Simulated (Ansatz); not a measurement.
Si under load (space group Fd-3m), PBE with spin-orbit coupling, rigid bands run with Ansatz (a program for electronic structure). Condition of this run: hydrostatic pressure of -5.4 GPa (compression positive) (the target of the relaxation). Band gap 0.67 eV, N_c = 3.14e19 cm⁻³ and N_v = 2.20e19 cm⁻³ at 300 K, conductivity masses of 0.295 mₑ (electrons) and 0.367 mₑ (holes). Take k_BT = 0.02585 eV.

Find the intrinsic carrier density and the intrinsic Fermi level.

n_i = √(N_c N_v) exp(−E_g/2k_BT) = 2.63e19 × exp(−12.96) = 6.2e13 cm⁻³. The level lies (k_BT/2) ln(N_v/N_c) = -5 meV from mid-gap (positive towards the conduction band). Each 0.1 eV added to the gap lowers n_i by a factor of 6.9.

What thermal injection velocity √(2k_BT/πm) limits a ballistic channel?

9.91e6 cm/s for electrons and 8.88e6 cm/s for holes, a ratio of √(m_h/m_e) = 1.12, for dilute carriers.

What built-in voltage has an abrupt junction with N_A = 1e17 and N_D = 1e18 cm⁻³, all dopants ionised?

V_bi = E_g/e − (k_BT/e) ln(N_c N_v/(N_A N_D)) = 0.67 − 0.02585 × 8.84 = 0.44 V, for the computed gap.

Rigid bands with the computed gap; masses take one relaxation time for all states. Geometry: cell and atoms relaxed with PBEsol.
